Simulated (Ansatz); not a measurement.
Output of an Ansatz run (abridged):

```
WARN ansatz: RAYON_NUM_THREADS=1 ignored (pool sized by the plan → 1); use --threads N
Pseudopotentials: kind: paw
Pseudopotential: Zn, paw, valence charge 12
Pseudopotential: Pt, paw, valence charge 18
Crystal: 4 atoms, lattice volume = 59.788 Å³
Basis set: ecut = 420 eV, 1189 PW (Γ)
Bands: 40, of which v1, the nominal top of the filled ones, is band 33 counted from 1 (32 counted from 0)
Symmetry: 48 space group operations
Space group: Pm-3m (ITA 221), of the structure as read, at distance tolerance 3.9e-5 Å
k-points: 35 of 729
PAW frozen core: Zn, regenerated for the run's functional, and the local potential with it
PAW frozen core: Pt, regenerated for the run's functional, and the local potential with it
Initial density: superposition of atomic densities (neutral atoms: chi_scale 0, normalization atom), corrected by the library's trained network
Initial wavefunctions: pseudopotential atomic-orbital guess
Eigensolver: davidson
Functional: x = slater, c = lda
SCF iter   1: F=—  HF=-39982.423638 eV  |F-HF|=—  |Δ(HF+E_count)|=         —  Δρ=9.25e-3  dr2=4.04e-2  ethr=1.77e-3  ⟨swp⟩=5.8  Hψ=5089  notcnv=0  defer=4
all-band conjugate gradients solve this SCF's bands
preconditioner: auto → Kerker (q_TF=auto, 2.774 Å⁻¹)
SCF iter   2: F=—  HF=-39982.416266 eV  |F-HF|=—  |Δ(HF+E_count)|=   7.37e-3  Δρ=4.48e-3  dr2=1.13e-2  ethr=6.12e-5  ⟨swp⟩=2.2  Hψ=1992  notcnv=0  defer=4
SCF iter   3: F=—  HF=-39982.413813 eV  |F-HF|=—  |Δ(HF+E_count)|=   2.45e-3  Δρ=1.73e-3  dr2=7.96e-4  ethr=1.71e-5  ⟨swp⟩=2.0  Hψ=1939  notcnv=0  defer=4
SCF iter   4: F=—  HF=-39982.413300 eV  |F-HF|=—  |Δ(HF+E_count)|=   5.13e-4  Δρ=5.07e-4  dr2=1.66e-4  ethr=1.21e-6  ⟨swp⟩=2.0  Hψ=1911  notcnv=0  defer=4
SCF iter   5: F=—  HF=-39982.413255 eV  |F-HF|=—  |Δ(HF+E_count)|=   4.47e-5  Δρ=1.23e-4  dr2=1.93e-5  ethr=2.52e-7  ⟨swp⟩=2.7  Hψ=2328  notcnv=0  defer=4
SCF iter   6: F=—  HF=-39982.413244 eV  |F-HF|=—  |Δ(HF+E_count)|=   1.12e-5  Δρ=2.57e-5  dr2=2.41e-7  ethr=2.92e-8  ⟨swp⟩=2.0  Hψ=1897  notcnv=0  defer=4
SCF iter   7: F=-39982.413244 eV  HF=-39982.413244 eV  |F-HF|=1.69e-8  |Δ(HF+E_count)|=   2.78e-8  Δρ=6.63e-6  dr2=2.44e-8  ethr=1.52e-10  ⟨swp⟩=7.5  Hψ=5965  notcnv=0
SCF 1 converged in 7 iterations: F = -39982.413244 eV  dr2 = 2.44e-8
SCF converged after 7 iterations
Free energy (F): -39982.413244 eV
Harris-Foulkes:  -39982.413244 eV  (|F-HF|=1.69e-8)
Internal energy: -39982.391412 eV  (E = F + TS)
E sigma→0 (E₀):  -39982.402328 eV
Entropy (-TS):   -0.021832 eV (-5.458 meV/atom)
Fermi energy:    19.801540 eV
--- Per-component energies (eV) ---
  E_band       = -404.999354
  E_kinetic    = 2046.259446
  E_local      = -6070.482126  (includes V_loc(G=0)·N_el)
  E_nonlocal   = 1236.647734
  E_hartree    = 2314.009334
  E_xc         = -917.108508
  E_vxc        = -962.332544  (∫ρ·V_xc dr)
  E_paw        = -29289.262097  (= ΣΔE_a)
  E_vpaw       = -1283.109867  (= ΣTr[D̂ρ^β])
  E_aug_tail   = 0.000154  (compensation charges beyond the density's cutoff)
  E_ewald      = -9305.404099
  E_core_change = 2.948750  (= ΣΔE_core)
  E_smearing   = -0.021832  (= −TS)
  E_closure    = -0.000000  (closes the sum)
  Σ components = -39982.413244   (vs F -39982.413244, Δ=0.00e0)
--- Forces (eV/Å), atoms counted from 1 ---
  atom   1  Zn    -0.00000000     0.00000000    -0.00000000
   [... zero for the other atoms too ...]
  max |Σ_I F_I| component: 4.73e-28 eV/Å
--- Stress (GPa, compression-positive) ---
      -11.451655       0.000000       0.000000
        0.000000     -11.451655       0.000000
        0.000000       0.000000     -11.451655
  P = ⅓ Tr σ = -11.4517 GPa (-114.517 kbar)
  The stress holds the Pulay correction. Without it, at fixed plane waves, as pw.x and ABINIT print it: P = -11.5112 GPa
--- Band table (eV; the first three rows and the last of 35) ---
  k-point 0: bands = ["-78.5827", "-78.5481", "-78.5481", "-32.8621", "-32.8621", "-32.8621", "-32.6320", "-32.6320", "-32.6320", "-32.5318", "-32.5318", "-32.5318", "9.7638", "12.4299", "12.4299", "12.6561", "12.6561", "12.6561", "12.8634", [...]
  k-point 1: bands = ["-78.5818", "-78.5491", "-78.5481", "-32.8567", "-32.8567", "-32.8528", "-32.6335", "-32.6335", "-32.6324", "-32.5422", "-32.5359", "-32.5359", "9.9203", "12.4699", "12.4814", "12.6808", "12.6965", "12.6965", "12.9664", [...]
  k-point 2: bands = ["-78.5791", "-78.5517", "-78.5481", "-32.8419", "-32.8419", "-32.8259", "-32.6385", "-32.6385", "-32.6334", "-32.5720", "-32.5461", "-32.5461", "10.3783", "12.5689", "12.6102", "12.7459", "12.8051", "12.8051", "13.2549", [...]
  k-point 34: bands = ["-78.5603", "-78.5592", "-78.5592", "-32.9870", "-32.7950", "-32.7940", "-32.7940", "-32.5814", "-32.5814", "-32.5228", "-32.5228", "-32.5220", "12.3489", "12.3858", "12.3858", "12.6571", "13.1523", "13.1523", "14.2192", [...]
```

The structure:

```
CELL_PARAMETERS angstrom
      3.91025     0.00000     0.00000
      0.00000     3.91025     0.00000
      0.00000     0.00000     3.91025
ATOMIC_POSITIONS crystal
  Zn 0.00000 0.00000 0.00000
  Pt 0.50000 0.50000 0.00000
  Pt 0.00000 0.50000 0.50000
  Pt 0.50000 0.00000 0.50000
```

Question: Reconstruct the input of this run.

Answer: Other spellings and defaults could give the same log, and not every line can be read from it. The input that was run (DFT, LDA (PW92), plane waves, default PAW files made with PBE):

Ansatz 0.2 input:
```yaml
crystal:
  lattice:
    - [3.910246, 0.000000, 0.000000]
    - [0.000000, 3.910246, 0.000000]
    - [0.000000, 0.000000, 3.910246]
  atoms:
    - { symbol: Zn, position_ang: [0.000000, 0.000000, 0.000000] }
    - { symbol: Pt, position_ang: [1.955123, 1.955123, 0.000000] }
    - { symbol: Pt, position_ang: [0.000000, 1.955123, 1.955123] }
    - { symbol: Pt, position_ang: [1.955123, 0.000000, 1.955123] }
basis:
  ecutwfc: 420.0
kpoints:
  mp_grid: { grid: [9, 9, 9] }
hamiltonian:
  xc: lda
  pseudopotentials: { kind: paw }
scf:
  occupations: { method: gaussian, width: 0.1 }
output:
  forces: true
  eigenvalues: true
  stress: true
```

The starting cell comes from a database of computed structures (which also holds hypothetical and non-ambient phases and stackings), without a prior relaxation at this level. Its lattice was rescaled by up to half a per cent. Spin-orbit coupling is off. Spin polarisation is off. With a pressure of about -11 GPa the cell is away from its equilibrium volume at this level. Ansatz's pressure includes its estimate of the finite-basis (Pulay) stress.

Ansatz is an electronic-structure program.
